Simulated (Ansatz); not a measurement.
For NbAs (I4₁md, No. 109, 4 atoms in the cell; start mp-2059), PBE (PAW; Ansatz, a quantum-chemistry and plane-wave program) gives:

| Quantity | Value |
|---|---|
| equilibrium lattice constant a | 3.474 Å |
| lattice parameter c | 11.749 Å |

### Question
What does r²SCAN-D4 (plane waves, PAW; Ansatz) give for the same quantities?

### Answer

- lattice constant a: 3.451 Å (decreases by 0.7 %)
- lattice parameter c: 11.728 Å (falls by 0.2 %)

Changes are worked out from the printed values.

Unless a cell is named, each level is at its own relaxed cell (PBE 17.72, r²SCAN-D4 17.46 Å³/atom).

Caveats: the relaxation could not lower the start's symmetry, so the cell can be a saddle point above a distorted one (PBE, r²SCAN-D4). Ansatz's density-functional and Hartree–Fock values are scalar-relativistic unless marked +SOC, with PAW data made under PBE.

A start named mp-… is a Materials Project structure, which need not be a measured phase.
